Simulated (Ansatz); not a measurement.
The reference is Si in the diamond structure (space group Fd-3m, No. 227; a = 5.4703 Å).

All numbers come from PBE, PAW, 420 eV (Ansatz, a quantum-chemistry and plane-wave program; no spin-orbit coupling).

One change was made to it. Results:

```tsv
quantity	base	after
band gap	0.61 eV	0.36 eV
hole mass (degenerate bands, along [100])	0.16, 0.27, 0.27 mₑ (at Γ)	0.21, 0.24, 0.24 mₑ (at Γ)
width of the top valence band	3.76 eV	4.33 eV
lattice parameter a	5.470 Å	5.241 Å
```

Problem. Name the change that was made.
A. pressure 4.5 GPa
B. pressure 15 GPa
C. pressure −2 GPa

Solution. B, pressure 15 GPa. For comparison, the band gap in the other runs: pressure 4.5 GPa gives 0.53 eV; pressure −2 GPa gives 0.65 eV.

Load acts through the strain it causes; cell and atoms are relaxed under it. Masses are band curvatures over ±0.01 Å⁻¹ around the edge. Whether these cells are dynamically stable was not tested. Measured, Si leaves this structure (for the β-tin structure) near 12 GPa (room temperature; as listed in arXiv:1906.07825).
